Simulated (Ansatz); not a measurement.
Base system: BN in the zinc blende structure (space group F-43m, No. 216; a = 3.606 Å). Axes: x, y, z lie along the cube axes.

One thing is altered: uniaxial strain ε_zz = −5.48 %, all other strain components held at zero; the atoms relax in the strained cell.

Levels (all Ansatz, a first-principles code, PAW): PBEsol (420 eV, no SOC); r2SCAN (500 eV, scalar-relativistic without spin-orbit coupling); HSE06 (420 eV, no spin-orbit coupling).

One geometry, relaxed with PBEsol, under each level:

```csv
level,band gap,lowest conduction level above the VBM at special points,electron mass,hole mass,pressure
PBEsol,3.34 eV,M 3.34 eV; X 4.38 eV; S 5.48 eV; S₀ 5.48 eV,"0.77 mₑ along k, 0.30 mₑ across (at M)","0.55 mₑ along z, 0.48 mₑ across (at Γ)",23.97 GPa
r2SCAN,…,…,…,…,…
HSE06,4.83 eV,M 4.83 eV; X 5.89 eV; S 7.07 eV; Γ 10.30 eV,–,–,–
```

Problem. Give the withheld r2SCAN results.

Solution. 
- r2SCAN, band gap: 4.04 eV
- r2SCAN, lowest conduction level above the VBM at special points: M 4.04 eV; X 5.11 eV; S 6.23 eV; S₀ 6.23 eV
- r2SCAN, electron mass: 0.76 mₑ along k, 0.30 mₑ across (at M)
- r2SCAN, hole mass: 0.52 mₑ along z, 0.48 mₑ across (at Γ)
- r2SCAN, pressure: 26.01 GPa

Single points use the geometry relaxed with PBEsol. Their cutoffs differ, which shifts pressures a little. HSE06 gaps are upper bounds (no full band path). Effective masses come from finite differences of ±0.01 Å⁻¹. Along k means along the line from Γ to the band edge. Stability against distortions was not tested. k-point labels follow each cell's own Brillouin zone.
